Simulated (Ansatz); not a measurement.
Take AlBiO3 in the cubic perovskite structure (space group Pm-3m, No. 221; a = 3.7535 Å; a cell from a computed database, its experimental status unchecked) as the base. Axes: x, y, z lie along the cube axes.

Level of theory: PBEsol (Ansatz, an electronic-structure program, PAW, scalar-relativistic without spin-orbit coupling).

Modification: uniaxial strain ε_yy = +4.77 %, all other strain components held at zero, atoms relaxed at fixed cell.

Predict the stress tensor and what it implies for the stiffness.

Stress of the strained cell less that of the base (GPa, compression positive):
```
  -5.60    0.00    0.00
   0.00  -13.12    0.00
   0.00    0.00   -5.60
```

Then −Δσ_ii/ε with ε = 0.0477 gives secant stiffness values (nonlinear terms included at this strain): C22 ≈ 275 GPa, C12 ≈ 117 GPa and C23 ≈ 117 GPa.

As a check, the harmonic strain energy −½ V₀ Δσ:ε is 21 meV/atom; the computed energy rise is 22 meV/atom.

No phonon test of stability was made. Many cubic perovskites are stable only at high temperature; tilts and polar distortions were not tested.
